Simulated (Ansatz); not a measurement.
The starting structures come from a database of crystals and need not be the phases stable at ambient conditions.

Tunnelling through a barrier is set by its complex band structure: the current falls as exp(−2κd) with the smallest κ.

Given:

```
La2LiO6Sb
1.0
    8.12971     0.00000     0.00000
    3.89979     9.00604     0.00000
   -3.93893    -1.81468     3.63512
Li La Sb O
2 4 2 12
Direct
  0.50000   0.00000   0.50000
  0.00000   0.50000   0.00000
  0.05217   0.24884   0.28753
  0.94783   0.75116   0.71247
  0.55217   0.25116   0.31681
  0.44783   0.74884   0.68319
  0.50000   0.50000   0.00000
  0.00000   0.00000   0.50000
  0.53357   0.73952   0.17521
  0.46643   0.26048   0.82479
  0.03357   0.76048   0.39193
  0.96643   0.23952   0.60807
  0.21604   0.55469   0.95933
  0.78396   0.44531   0.04067
  0.71604   0.94531   0.97275
  0.28396   0.05469   0.02725
  0.80809   0.04838   0.64276
  0.19191   0.95162   0.35724
  0.30809   0.45162   0.47342
  0.69191   0.54838   0.52658
```

Space group of this cell: P2_1/c. The cell is taken as given; by r2SCAN its mean pressure is -3.7 GPa.

Transport runs along the normal of the first two printed cell vectors.

The gap is the functional's own, uncorrected, and κ follows it; spin-orbit coupling is left out. Mid-gap values are interpolated between the computed energies.

**Question.** State the band gap and the smallest decay constant κ at mid-gap according to r2SCAN run with Ansatz (a first-principles code).

**Answer.** Gap 4.54 eV on a 8×4×8 mesh; κ = 0.414 1/Å, at the zone centre.
